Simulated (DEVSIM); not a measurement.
Device: Al0.4Ga0.6As/GaAs p-n heterojunction, at 300 K.

Layer 1 from the left is Al0.4Ga0.6As, thickness (μm) 0.0960, Na (cm⁻³) 1.9e18, τn (s) 2e-9, τp (s) 2e-9. Layer 2 from the left is GaAs, thickness (μm) 3.70, Nd (cm⁻³) 1.2e17, τn (s) 2e-9, τp (s) 2e-9.

Left contact: ohmic. Right contact: ohmic. Voltage is applied to the left contact. Recombination: SRH at mid-gap, radiative. Mobility is μmin + (μ − μmin)/(1 + (N/Nref)^α).

The device is made up for the run: typed textbook-type constants, with dimensions and the other settings drawn at random. Values at 300 K.

Al0.4Ga0.6As: gap (eV) 1.9228, affinity (eV) 3.754, permittivity 11.76, Nc (cm⁻³) 7.93e17, Nv (cm⁻³) 9e18, μn (cm²/Vs) 3220, μp (cm²/Vs) 158, μn,min 500, μp,min 20, Nref,n 6e16, Nref,p 1.5e17, αn 0.39, αp 0.38, B (cm³/s) 2e-10. GaAs: gap (eV) 1.424, affinity (eV) 4.07, permittivity 12.9, Nc (cm⁻³) 4.7e17, Nv (cm⁻³) 9e18, μn (cm²/Vs) 8500, μp (cm²/Vs) 400, μn,min 500, μp,min 20, Nref,n 6e16, Nref,p 1.5e17, αn 0.39, αp 0.38, B (cm³/s) 2e-10.

DEVSIM, 1D drift-diffusion, Boltzmann statistics, complete ionisation; no tunnelling, impact ionisation, image-force lowering or self-heating. Band offsets follow the typed affinities; no thermionic-emission limit at abrupt steps, no polarisation charge.

Q: What does the simulation give for the potential step across the device at zero bias, the dark forward voltage at 1 A/cm², the largest field in the device at zero bias?

A: potential step across the device at zero bias 1.531 V; dark forward voltage at 1 A/cm² 1.090 V; largest field in the device at zero bias 280000 V/cm.
